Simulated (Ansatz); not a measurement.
**What isotropic strain −1.00 % does to ZnAu**

The reference is ZnAu in the CsCl type structure (space group Pm-3m, No. 221; a = 3.187 Å; relaxed with 0.1 eV smearing).

It is then changed as follows: every lattice vector is shortened by 1.00 %; the atoms relax in the strained cell.

Computed with Ansatz (a quantum-chemistry and plane-wave program), PBE, PAW, cutoff 420 eV, scalar-relativistic without spin-orbit coupling. Γ-centred 18×18×18 mesh, Fermi–Dirac width 0.1 eV.

- Volume per atom = 15.70 Å³ (base 16.18 Å³)
- Space group = Pm-3m (No. 221) (base Pm-3m (No. 221))
- Shortest interatomic distance = 2.732 Å (base 2.760 Å)
- Energy relative to the base (free energy F) = +5.5 meV/atom
- Pressure = 3.8 GPa (base 0.0 GPa)
- Band gap = zero (base zero)

Final structure:

```
ZnAu
1.0
    3.15491     0.00000     0.00000
    0.00000     3.15491     0.00000
    0.00000     0.00000     3.15491
Zn Au
1 1
Direct
  0.50000   0.50000   0.50000
  0.00000   0.00000   0.00000
```

No phonon test of stability was made.
